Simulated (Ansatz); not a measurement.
Consider a periodic stack without vacuum, fcc Cu (0 0 1) on alpha cristobalite (0 0 1) (film strained to the substrate, started from cuts of the bulks and a machine-learned relaxation; slabs Si7O16 and Cu24, which can lie off the formulas): substrate slab Si7O16, film Cu24, surface cells [[0, 1], [-1, 0]] and [[2, 0], [2, 2]], film strained by -1.0 and -1.0 %, outermost planes O/O and Cu/Cu as cut, which need not be the usual terminations and can put a slab off its formula. Its start:

```
CELL_PARAMETERS angstrom
      5.08305     0.00000     0.00288
      0.00000     5.08305     0.01435
      0.86298    -1.61815    25.09040
ATOMIC_POSITIONS crystal
  Si 0.18725 0.31400 0.21592
  Si 0.69488 0.78269 0.07101
  Si 0.69310 0.30803 0.14311
  Si 0.20957 0.83216 0.28866
  O  0.11128 0.55805 0.25884
  O  0.43591 0.40926 0.17925
  O  0.79966 0.54850 0.10751
  O  0.93513 0.23469 0.18028
  O  0.92870 0.90098 0.03170
  O  0.27090 0.05466 0.24623
  O  0.46289 0.64082 0.03506
  O  0.59721 0.04219 0.10884
  Si 0.13064 0.38899 0.50573
  Si 0.69667 0.88309 0.36122
  Si 0.64590 0.40125 0.43346
  O  0.00905 0.62515 0.54832
  O  0.37785 0.48847 0.46809
  O  0.74562 0.66157 0.40404
  O  0.88295 0.29460 0.46914
  O  0.97751 0.93882 0.33093
  O  0.24791 0.15739 0.54099
  O  0.47914 0.77522 0.31924
  O  0.58373 0.15748 0.39055
  Cu 0.99197 0.65332 0.67755
  Cu 0.48661 0.65047 0.67737
  Cu 0.98781 0.14789 0.67772
  Cu 0.49018 0.14633 0.67908
  Cu 0.72708 0.88620 0.60673
  Cu 0.23533 0.87527 0.60078
  Cu 0.76847 0.38180 0.60528
  Cu 0.27679 0.37626 0.61015
  Cu 0.96493 0.69301 0.82472
  Cu 0.46562 0.69238 0.82425
  Cu 0.96543 0.19303 0.82341
  Cu 0.46631 0.19316 0.82295
  Cu 0.72724 0.91904 0.75096
  Cu 0.22487 0.91996 0.75153
  Cu 0.72741 0.42303 0.75083
  Cu 0.22503 0.42251 0.75073
  Cu 0.95045 0.67748 0.96679
  Cu 0.44321 0.80539 0.96829
  Cu 0.94664 0.19435 0.97332
  Cu 0.45007 0.29762 0.97445
  Cu 0.70334 0.97493 0.89696
  Cu 0.20682 0.96742 0.89681
  Cu 0.70646 0.46356 0.89690
  Cu 0.20741 0.45573 0.89713
```

The start was prepared with a machine-learned potential, and the result is one local minimum, with the in-plane cell held and forces under 0.04 eV/Å; the film can end far from its bulk form.

Method: PBE (plane waves to 420 eV, PAW; Ansatz, a program for electronic structure). No spin–orbit coupling; the runs are not spin-polarised; PBE gaps are too small against experiment. Its k-point mesh 5×5×1, Fermi–Dirac width 0.05 eV.

Question: Predict the relaxed interface.

Answer: 
| Item | Result |
|---|---|
| interface area | 25.8 Å² |
| period | 25.24 Å |
| heights between the nearest atoms of the two slabs at the two interfaces | 1.43 and 1.44 Å |
| Cu–O contacts across the interfaces within 1.22 times the sum of covalent radii | 8, mean 1.96 Å |
